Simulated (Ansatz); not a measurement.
# Quick settings and what they miss: Sr (Im-3m, 1 atom in the cell)

Self-consistent single point.

```
CELL_PARAMETERS angstrom
     -2.45699     2.45699     2.45699
      2.45699    -2.45699     2.45699
      2.45699     2.45699    -2.45699
ATOMIC_POSITIONS crystal
  Sr 0.00000 0.00000 0.00000
```

Computed with LDA (PW92), PAW files made with PBE (plane waves; Ansatz, a first-principles code).

Base settings: basis.ecutwfc = 420 eV; kpoints.mp_grid.grid = 7 7 7; hamiltonian.xc = lda; hamiltonian.pseudopotentials = {kind: paw} (the program's default PAW files); scf.occupations.method = fermi_dirac; scf.occupations.width = 0.1 eV.

Tight run (finer mesh or higher cutoff; not a proven limit): basis.ecutwfc: 420 eV → 590 eV; kpoints.mp_grid.grid: 7 7 7 → 10 10 10; scf.convergence.dr2_threshold: default (1e-07 eV) → 1e-09 eV. It gave Fermi level (on the code's own zero) 4.38 eV; pressure -2.01 GPa.

Quick runs, as changes from the base:
- A: the base itself
- B: basis.ecutwfc: 420 eV → 250 eV; kpoints.mp_grid.grid: 7 7 7 → 6 6 6; hamiltonian.xc: lda → pbesol; scf.occupations.method: fermi_dirac → methfessel_paxton; scf.occupations.width: 0.1 eV → 0.136 eV; scf.convergence.dr2_threshold: default (1e-07 eV) → 0.0001 eV [PBEsol]
- C: basis.ecutwfc: 420 eV → 250 eV; kpoints.mp_grid.grid: 7 7 7 → 1 1 1
- D: basis.ecutwfc: 420 eV → 335 eV; kpoints.mp_grid.grid: 7 7 7 → 2 2 2; hamiltonian.xc: lda → pbesol [PBEsol]
- E: basis.ecutwfc: 420 eV → 210 eV; kpoints.mp_grid.grid: 7 7 7 → 2 2 2; hamiltonian.xc: lda → pbesol; scf.convergence.dr2_threshold: default (1e-07 eV) → 0.0001 eV [PBEsol]
- F: basis.ecutwfc: 420 eV → 250 eV; kpoints.mp_grid.grid: 7 7 7 → 3 3 3; hamiltonian.xc: lda → pbesol; scf.occupations.width: 0.1 eV → 0.272 eV; kpoints.mp_grid.shift: default → 0.5 0.5 0.5 [PBEsol]

Energies are extrapolated to zero smearing width, which holds to low order in the width alone.

Dashes: energy of B, D, E, F, another energy zero.

† marks runs with another functional, U, potentials or spin treatment: their distance from the tight run is not a convergence error alone.

The count of work is k-points × plane waves × bands × iterations; it is no time. 

Pressures in the table are Ansatz's without its Pulay estimate, at a fixed set of plane waves; the tight run's value above holds the estimate.

The starting cell comes from a database of computed structures (which also holds hypothetical and non-ambient phases and stackings), without a prior relaxation at this level. Its lattice was rescaled by a random factor within 2.5 % of one.

```tsv
run	energy less tight (meV/atom)	pressure less tight (GPa)	count of work / tight
A	-1.8	0.00	0.19
B†	–	-0.17	0.048
C	-4231.1	-4.03	0.0038
D†	–	-1.45	0.016
E†	–	-4.17	0.0062
F†	–	0.03	0.020
```

Among the runs at the tight run's level, the energy misses run from 1.8 to 4231.1 meV/atom.

Keys are those of Ansatz 0.2.
